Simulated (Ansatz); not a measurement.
Levels about the gap of amorphous Si$_{12}$Sn$_{12}$O$_{36}$ (60 atoms in a cell of 1045 Å³, 3.72 g/cm³; zone centre alone, so wide bands show as single levels with stretches between that a denser mesh fills), at the geometry that PBE relaxed, where it gives 0.0 GPa on a denser mesh. The participation number counts the atoms over which a state spreads; weights are charges in smoothed Voronoi cells. The levels come from a single point, so bond lengths are those of that geometry. Method of the levels: PBE, scalar-relativistic without spin-orbit coupling (Ansatz, a quantum-chemistry and plane-wave program). Sampling: the zone centre alone; Fermi-Dirac width 0.02 eV; no spin polarisation.

It comes from a melt-quench run on a machine-learned potential (CHGNet), relaxed afterwards by DFT. O atoms were pushed apart under 1.9 Å during the dynamics, to hinder bonds among them. The hot cell started wider than the set density and was brought back towards it in steps. It is the lowest in DFT energy of 2 quenches. It is a model cell: composition and starting density were chosen by hand, and all elements were melted together. No dispersion term was used. Its density started from a set value of 3.90 and ended at 3.72 g/cm³. The quench (nominally 290 K/ps over its main leg) was far faster than any real one, so the model tends to hold more defects than a real film. One small periodic cell is one sample of the glass; other quenches scatter about these values. Volume and shape were free in the relaxation.

```
E - E(highest filled), eV  filling  participation number        largest on  weight Sn  weight O  weight Si
-------------------------  -------  --------------------  ----------------  ---------  --------  ---------
-0.68                       filled                  17.5  Sn, 3 neighbours       0.42      0.55       0.02
-0.49                       filled                  24.8  Sn, 3 neighbours       0.44      0.54       0.02
-0.40                       filled                  19.8  Sn, 3 neighbours       0.44      0.54       0.02
-0.28                       filled                  16.7  Sn, 3 neighbours       0.45      0.53       0.02
-0.15                       filled                  14.1  Sn, 3 neighbours       0.48      0.50       0.02
-0.04                       filled                  19.2  Sn, 3 neighbours       0.48      0.50       0.02
0.00                        filled                  15.2  Sn, 3 neighbours       0.46      0.52       0.02
2.69                         empty                  14.3  Sn, 3 neighbours       0.62      0.35       0.03
3.00                         empty                  17.1  Sn, 3 neighbours       0.58      0.39       0.03
3.13                         empty                   8.7  Sn, 3 neighbours       0.59      0.38       0.03
3.28                         empty                  21.3  Sn, 3 neighbours       0.54      0.42       0.03
3.43                         empty                  18.8  Sn, 3 neighbours       0.55      0.42       0.03
3.56                         empty                  21.9  Sn, 3 neighbours       0.52      0.44       0.04
3.63                         empty                  22.8  Sn, 3 neighbours       0.56      0.41       0.03
```

Most localised among these is the empty level at +3.13 eV, on a Sn atom, which has 3 neighbours (O 2.08 Å, O 2.24 Å, O 2.67 Å).
